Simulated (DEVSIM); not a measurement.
System: Schottky contact on n-type Si, at 300 K.

Layer 1 from the left is Si, thickness (μm) 1.50, Nd (cm⁻³) 7.3e16, τn (s) 4.9e-7, τp (s) 4.9e-7.

Left contact: Schottky, work function 4.93 eV, emission velocity 9.7e6 cm/s. Right contact: ohmic. Voltage is applied to the left contact. Recombination: SRH at mid-gap, Auger. Mobility is μmin + (μ − μmin)/(1 + (N/Nref)^α).

This is a model device: material constants are rounded textbook-type values typed into the input, and sizes, dopings and lifetimes were drawn at random. Values at 300 K.

Si: gap (eV) 1.124, affinity (eV) 4.05, permittivity 11.7, Nc (cm⁻³) 2.86e19, Nv (cm⁻³) 3.1e19, μn (cm²/Vs) 1417, μp (cm²/Vs) 470, μn,min 52, μp,min 45, Nref,n 9.7e16, Nref,p 2.2e17, αn 0.68, αp 0.72, Cn (cm⁶/s) 2.8e-31, Cp (cm⁶/s) 9.9e-32.

Simulated with DEVSIM: 1D drift-diffusion, Boltzmann statistics, complete ionisation; no tunnelling, impact ionisation, image-force lowering or self-heating. Metal contacts follow the ideal Schottky-Mott rule: no Fermi-level pinning, no interface dipoles.

Problem. What does the simulation give for the potential step across the device at zero bias, the dark forward voltage at 1 A/cm², the largest field in the device at zero bias?

Solution. potential step across the device at zero bias 0.726 V; dark forward voltage at 1 A/cm² 0.429 V; largest field in the device at zero bias 130000 V/cm.
